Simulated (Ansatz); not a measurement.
**Pressure series in Pd**

The reference is Pd (space group P6_3/mmc, No. 194; a cell from a computed database, its experimental status unchecked).

```
Pd
1.0
    2.73359     0.00000     0.00000
   -1.36679     2.36736     0.00000
    0.00000     0.00000     9.01492
Pd
4
Direct
  0.00000   0.00000   0.50000
  0.00000   0.00000   0.00000
  0.33333   0.66667   0.75000
  0.66667   0.33333   0.25000
```

Cell and atoms are relaxed at each pressure.

All numbers come from PBEsol (Ansatz, an electronic-structure program, PAW, no SOC).

```
P (GPa)  V (Å³/atom)
-------  -----------
-2.01         14.734
-1.01         14.659
0.30          14.563
0.70          14.535
1.50          14.480
3.00          14.378
5.01          14.251
7.51          14.101
10.01         13.960
```

Question: Fit a third-order Birch–Murnaghan equation of state.

Answer: Least squares on P(V) = (3B₀/2)[(V₀/V)^(7/3) − (V₀/V)^(5/3)]·[1 + (3/4)(B₀′ − 4)((V₀/V)^(2/3) − 1)] gives V₀ = 14.58 Å³/atom, B₀ = 203 GPa and B₀′ = 5.4.

Load acts through the strain it causes; cell and atoms are relaxed under it. Stability against distortions was not tested. No other phases were tried under pressure. All final runs are without spin polarisation. Pd has a high density of states at the Fermi level and may be magnetic at this level. This is not the structure that Pd has at room temperature and ambient pressure.
